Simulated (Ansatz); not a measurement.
Input and output of a relaxation of cell and atoms for CrFe₃ (Pm-3m, 4 atoms in the cell) (Ansatz, a program for electronic structure).

Method: LDA (PW92), PAW files made with PBE (plane waves; Ansatz).

```
CrFe3
1.0
    3.47885     0.00000     0.00000
    0.00000     3.47885     0.00000
    0.00000     0.00000     3.47885
Cr Fe
1 3
Direct
  0.00000   0.00000   0.00000
  0.00000   0.50000   0.50000
  0.50000   0.00000   0.50000
  0.50000   0.50000   0.00000
```
Moments meant for the start (each program seeds them in its own way; μB, in the order of the atoms Cr Fe Fe Fe): 3.0 4.0 4.0 4.0.

Reference input (self-consistent single point, DFT, LDA (PW92), plane waves, PAW files made with PBE): basis.ecutwfc = 30.9 Ry; kpoints.mp_grid.grid = 9 9 9; hamiltonian.xc = lda; hamiltonian.pseudopotentials = {kind: paw} (the program's default PAW files); magnetization.spin_polarized = true; scf.occupations.method = fermi_dirac; scf.occupations.width = 0.0073 Ry. This run's input differs from it in these lines:

```diff
@@ -26,2 +26,4 @@
     width: 0.0073 Ry
+relax:
+  cell: {}
 output:
```

Log, with long lists cut:

```
   [... SCF lines of the steps left out ...]
relax step   1: F+E_penalty+E_count = -16583.18489414 eV  Δ(F+E_penalty+E_count) = +0.000e0 eV  max|allowed force component| = 5.285e-29 eV/Å  Δτ_max = 0.0000 Å  P = -14.286 GPa  Ω = 42.102 Å³  (15 SCF iters, dr2 threshold 1.00e-7 eV, accepted)
relax step   2: F+E_penalty+E_count = -16583.27591423 eV  Δ(F+E_penalty+E_count) = -9.102e-2 eV  max|allowed force component| = 3.162e-29 eV/Å  Δτ_max = 0.0000 Å  P = -7.265 GPa  Ω = 40.777 Å³  energy of the carried Pulay correction = +9.941e-4 eV  [...]
   [... lines left out ...]
relax step   5: F+E_penalty+E_count = -16583.30672786 eV  Δ(F+E_penalty+E_count) = -5.554e-5 eV  max|allowed force component| = 7.941e-29 eV/Å  Δτ_max = 0.0000 Å  P = +0.008 GPa  Ω = 39.619 Å³  energy of the carried Pulay correction = +1.888e-3 eV  [...]
relax step   6: F+E_penalty+E_count = -16583.30503722 eV  Δ(F+E_penalty+E_count) = +1.691e-3 eV  max|allowed force component| = 8.783e-29 eV/Å  Δτ_max = 0.0000 Å  P = +0.002 GPa  Ω = 39.619 Å³  stress off target by 2.28e-3 GPa  SCF on the basis [...]
basis re-selected at this cell: Δ(F+E_penalty+E_count) = +1.691e-3 eV, ΔP = -0.005 GPa vs the last step
the relaxation is at rest under the 48 symmetry operations that the run kept from its start: a minimum is not shown …
the relaxation's final electronic state is not compared with the one that a single-point calculation of its input finds at the relaxed geometry …
Magnetization: -0.0000 μB (31.0000 up, 31.0000 down)
   [... lines left out ...]
Absolute magnetization: 0.0000 μB (∫|ρ↑−ρ↓|, with the PAW one-centre terms)
Free energy (F): -16583.305037 eV
Fermi energy:    21.532760 eV
  cell:  # Å, volume = 39.6194 Å³
   [... lines left out ...]
  atoms:
    - { symbol: Cr, position: [4.844937444980207e-47, -2.5229672119117e-37, 2.8833910995934597e-37] }
    - { symbol: Fe, position: [2.143557297493941e-47, 0.49999999999999994, 0.49999999999999994] }
    - { symbol: Fe, position: [0.49999999999999994, 1.8021194374739231e-37, 0.49999999999999994] }
    - { symbol: Fe, position: [0.49999999999999994, 0.49999999999999994, 4.325086649612461e-37] }
```

The run converged.  The full log also holds: “iter 14 did not close the SCF: its close was put off for a magnetic moment that had not settled (scf_convergence_deferred on its scf_iter line)”. The full log also holds: “iter 11 did not close the SCF: its close was put off for a magnetic moment that had not settled (scf_convergence_deferred on its scf_iter line)”.

Summary of the result:
Free energy E − TS (on the zero of these files): -16583.3050 eV
Fermi level (on the code's own zero): 21.53 eV
Pressure: 0.00 GPa
Size of the cell's spin moment: 0.00 μB
Final cell: a = 3.409 Å, b = 3.409 Å, c = 3.409 Å, α = 90.00°, β = 90.00°, γ = 90.00°
Final volume per atom: 9.90 Å³
Relaxation steps: 6

The starting cell comes from a database of computed structures (which also holds hypothetical and non-ambient phases and stackings), without a prior relaxation at this level. Its lattice was rescaled by a random factor within 2.5 % of one. The starting moments vanished: the run ended non-magnetic, which need not be the lowest state. The program warned that a starting moment was not kept. The relaxation keeps the symmetry of its start, so its end need not be a minimum. Ansatz's pressure includes its estimate of the finite-basis (Pulay) stress.

Cost on one core of a shared machine: roughly 50 s.

Keys are those of Ansatz 0.2.
